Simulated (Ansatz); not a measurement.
**A computed series for Be2Si: response to strain**

The reference is Be$_{2}$Si (space group Fm-3m, No. 225; a model cell, its experimental status unchecked; relaxed with 0.1 eV smearing).

```yaml
crystal:
  lattice:
    - [0.00000, 2.64182, 2.64182]
    - [2.64182, 0.00000, 2.64182]
    - [2.64182, 2.64182, 0.00000]
  atoms:
    - { symbol: Si, position: [0.00000, 0.00000, 0.00000] }
    - { symbol: Be, position: [0.25000, 0.25000, 0.25000] }
    - { symbol: Be, position: [0.75000, 0.75000, 0.75000] }
```

Cartesian axes are those of the cell as printed.

Strains are applied to the cell and any free atomic positions relax; under biaxial strain the out-of-plane vector relaxes too; under stress the whole cell relaxes.

All numbers come from plane-wave PAW DFT at the PBE level (Ansatz, a program for electronic structure, 420 eV), without spin-orbit coupling.

Notes on the quantities. energy relative to the base: free energy F; pressure: mean of the normal stresses, compression positive.

```json
[
 {"case": "base", "energy relative to the base": "0 meV/atom", "pressure": "0.0 GPa", "volume per atom": "12.29 Å³", "space group": "Fm-3m (No. 225)"},
 {"case": "biaxial strain −2.11 %, plane normal [001], relaxed out of plane", "energy relative to the base": "+4.8 meV/atom", "pressure": "2.1 GPa", "volume per atom": "12.03 Å³", "space group": "I4/mmm (No. 139)"},
 {"case": "biaxial strain −0.83 %, plane normal [001], relaxed out of plane", "energy relative to the base": "+0.7 meV/atom", "pressure": "___", "volume per atom": "___", "space group": "I4/mmm (No. 139)"},
 {"case": "biaxial strain +0.87 %, plane normal [001], relaxed out of plane", "energy relative to the base": "+0.7 meV/atom", "pressure": "-0.7 GPa", "volume per atom": "12.37 Å³", "space group": "I4/mmm (No. 139)"},
 {"case": "biaxial strain +0.93 %, plane normal [001], relaxed out of plane", "energy relative to the base": "+0.8 meV/atom", "pressure": "-0.7 GPa", "volume per atom": "12.38 Å³", "space group": "I4/mmm (No. 139)"},
 {"case": "biaxial strain −3.75 %, plane normal [110], relaxed out of plane", "energy relative to the base": "+22 meV/atom", "pressure": "5.1 GPa", "volume per atom": "11.71 Å³", "space group": "Immm (No. 71)"},
 {"case": "isotropic strain −1.50 %", "energy relative to the base": "+8.0 meV/atom", "pressure": "4.9 GPa", "volume per atom": "11.75 Å³", "space group": "Fm-3m (No. 225)"},
 {"case": "isotropic strain +0.51 %", "energy relative to the base": "+0.9 meV/atom", "pressure": "-1.5 GPa", "volume per atom": "12.48 Å³", "space group": "Fm-3m (No. 225)"},
 {"case": "tensor shear ε_xz = −2.27 %", "energy relative to the base": "+6.1 meV/atom", "pressure": "0.0 GPa", "volume per atom": "12.29 Å³", "space group": "Immm (No. 71)"},
 {"case": "uniaxial stress, 2 GPa compression along z", "energy relative to the base": "+2.2 meV/atom", "pressure": "–", "volume per atom": "12.21 Å³", "space group": "I4/mmm (No. 139)"}
]
```

Problem. Complete the table.

Solution. 
- biaxial strain −0.83 %, plane normal [001], relaxed out of plane, pressure: 0.7 GPa
- biaxial strain −0.83 %, plane normal [001], relaxed out of plane, volume per atom: 12.20 Å³

Beyond what the load breaks, stability against distortions was not tested. The final runs are not spin-polarised.
